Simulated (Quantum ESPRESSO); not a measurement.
Effort and miss along a sweep of conv_thr: Si2W (I4/mmm, 3 atoms in the cell)

```
Si2W
1.0
    1.58486    -1.58486     3.84642
    1.58486     1.58486     3.84642
   -1.58486    -1.58486     3.84642
Si W
2 1
Direct
  0.00000   0.33499   0.33499
  0.00000   0.66501   0.66501
  0.00000   0.00000   0.00000
```

Method: PBE, PseudoDojo stringent norm-conserving (PBE) pseudopotentials (plane waves; Quantum ESPRESSO).

Base settings: ecutwfc = 75 Ry; occupations = smearing; smearing = fermi-dirac; degauss = 0.0073499 Ry; potentials = {Si: Si.upf, W: W.upf}; K_POINTS = automatic 10 10 10 0 0 0; conv_thr = 1e-10 Ry; mixing_beta = 0.4.

Misses are taken against the tightest run, 7.3e-14 Ry, which need not be fully converged itself.

The count of work is k-points × plane waves × bands × iterations; it is no time, and leaves out set-up, grids and terms that scale otherwise. Core times come from one kind of shared machine and are given to one figure; runs under 30 s give none.

The starting cell comes from a database of computed structures (which also holds hypothetical and non-ambient phases and stackings), without a prior relaxation at this level. Its lattice was rescaled by a random factor within 2.5 % of one. Spin polarisation is off. In the base run, with a pressure of about 15 GPa the cell is away from its equilibrium volume at this level.

The runs (conv_thr): 0.0073 Ry | 0.00073 Ry | 7.3e-05 Ry | 7.3e-06 Ry | 7.3e-07 Ry | 7.3e-08 Ry | 7.3e-10 Ry | 1e-10 Ry | 7.3e-12 Ry | 7.3e-14 Ry.

Which is the coarsest setting among those run that, with all tighter ones, holds the pressure within 1 GPa of the reference, and what does it save?

7.3e-05 Ry, off by 0.55 GPa; it needs 0.31 of the reference's count of work and about 0.4 of the reference's time.

Which is the coarsest setting among those run that, with all tighter ones, holds the pressure within 0.1 GPa of the reference, and what does it save?

7.3e-07 Ry, off by 0.049 GPa; its saving against the reference is no more than about a factor of 2 in the count of work.

What does the step from 0.00073 Ry to 1e-10 Ry buy?

It takes the miss in the pressure from 2.3 to 0.000 GPa, for 3.7 times the count of work and roughly 2 times the time.

```csv
conv_thr,pressure less reference (GPa),count of work / reference,core time / reference (rough)
0.0073 Ry,2.30,0.23,0.3
0.00073 Ry,2.30,0.23,0.3
7.3e-05 Ry,-0.55,0.31,0.4
7.3e-06 Ry,0.54,0.46,0.5
7.3e-07 Ry,-0.05,0.62,0.6
7.3e-08 Ry,-0.03,0.69,0.7
7.3e-10 Ry,0.00,0.77,0.7
1e-10 Ry,0.00,0.85,0.8
7.3e-12 Ry,0.00,1.0,0.8
7.3e-14 Ry,0.00,1.0,1
```
